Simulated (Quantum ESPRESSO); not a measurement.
Checking a run of Quantum ESPRESSO on Ni3S2 (Cmcm, 10 atoms in the cell). The aim is a self-consistent single point with DFT, LDA (PZ), plane waves, PSlibrary ultrasoft (LDA) pseudopotentials.

Cell that was meant: a = 5.7752 Å, b = 5.7752 Å, c = 6.8483 Å, α = 90.00°, β = 90.00°, γ = 147.69°.

Part of the input:

```fortran
S     0.26023000    0.73977000    0.75000000
S     0.73977000    0.26023000    0.25000000
K_POINTS automatic
1 1 1  0 0 0
CELL_PARAMETERS bohr
   3.03682768   -10.48245254     0.00000000
   3.03682768    10.48245254     0.00000000
```

Output, abridged:

```
     file Ni.pz-n-rrkjus_psl.1.0.0.UPF: wavefunction(s)  3D renormalized
     Message from routine setup:
   [... lines left out ...]

     number of k points=     1  Marzari-Vanderbilt smearing, width (Ry)=  0.0037
                       cart. coord. in units 2pi/alat
        k(    1) = (   0.0000000   0.0000000   0.0000000), wk =   2.0000000

     Dense  grid:    72319 G-vectors     FFT dimensions: (  64,  64,  72)

     Smooth grid:    39337 G-vectors     FFT dimensions: (  50,  50,  60)

     Initial potential from superposition of free atoms

     starting charge      83.9987, renormalised to      84.0000
     Self-consistent Calculation

     iteration #  1     ecut=    50.00 Ry     beta= 0.70

     total energy              =    -683.16535512 Ry
     estimated scf accuracy    <       2.48349604 Ry

     iteration #  2     ecut=    50.00 Ry     beta= 0.70

     total energy              =    -680.42942808 Ry
     estimated scf accuracy    <      40.22527393 Ry

     iteration #  3     ecut=    50.00 Ry     beta= 0.70
     Minimization algorithm failed to find Fermi energy: reverting to bisection
     Possible cause: smearing is larger than the electronic band-gap.

     total energy              =    -684.68439876 Ry
     estimated scf accuracy    <       2.90446598 Ry

   [... 10 blocks of this kind left out ...]

     iteration # 14     ecut=    50.00 Ry     beta= 0.70

     total energy              =    -684.98417901 Ry
     estimated scf accuracy    <          1.9E-09 Ry

     iteration # 15     ecut=    50.00 Ry     beta= 0.70
     End of self-consistent calculation

     the Fermi energy is    13.0583 ev

!    total energy              =    -684.98417901 Ry
     estimated scf accuracy    <          3.8E-11 Ry
     smearing contrib. (-TS)   =      -0.00000000 Ry
     internal energy E=F+TS    =    -684.98417901 Ry

     convergence has been achieved in  15 iterations

     Forces acting on atoms (cartesian axes, Ry/au):

     atom    1 type  1   force =     0.00000000   -0.01332660    0.00000000
     atom    2 type  1   force =     0.00000000    0.01332660   -0.00000000
     atom    3 type  1   force =     0.00000000    0.00940991   -0.00796154
     atom    4 type  1   force =     0.00000000   -0.00940991    0.00796154
   [... lines left out ...]

     Total force =     0.035407     Total SCF correction =     0.000013

          total   stress  (Ry/bohr**3)                   (kbar)     P=     -152.65
  -0.00118845   0.00000000   0.00000000         -174.83        0.00        0.00
   0.00000000  -0.00068373   0.00000000            0.00     -100.58        0.00
   0.00000000   0.00000000  -0.00124083            0.00        0.00     -182.53

   JOB DONE.
```

### Question
Can these results be used? Check the input.

### Answer
The run is not sound. The fault is a single k-point for a small metallic cell. One k-point cannot sample the Fermi surface of a small cell. To fix it, use a converged k-point mesh. The run converged in 15 iterations without an error; against the sound input the free energy goes up by 360 meV/atom, the pressure goes from -12.14 to -15.26 GPa and the largest force goes from 0.102 to 0.343 eV/Å.

An input that runs soundly differs in these lines (not the only fix; some lines may just follow from the change or write a value another way):
```diff
-1 1 1  0 0 0
+6 6 3  0 0 0
```

With that input, the run converged in 16 iterations: free energy E − TS -9323.2841 eV; Fermi level (on the code's own zero) 12.52 eV; pressure -12.14 GPa; largest force (vector length) 0.102 eV/Å (DFT, LDA (PZ), plane waves, PSlibrary ultrasoft (LDA) pseudopotentials).

On the sound input: the starting cell comes from a database of computed structures (which also holds hypothetical and non-ambient phases and stackings), without a prior relaxation at this level. Spin polarisation is off, so a magnetic state, if there is one, cannot be reached. With a pressure of about -12 GPa the cell is away from its equilibrium volume at this level.
